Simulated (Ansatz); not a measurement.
Base system: SnTe in the rock salt structure (space group Fm-3m, No. 225; a = 6.235 Å).

Computed with LDA/PAW in Ansatz (a first-principles code), without spin-orbit coupling.

For the base:

The lattice parameter a is 6.235 Å.

The change: a hydrostatic pressure of 2.1 GPa.

Question: How does this affect the lattice parameter a?

Answer: The lattice parameter a falls by 0.079 Å (6.235 Å → 6.156 Å).

Load acts through the strain it causes; cell and atoms are relaxed under it. Whether these cells are dynamically stable was not tested.
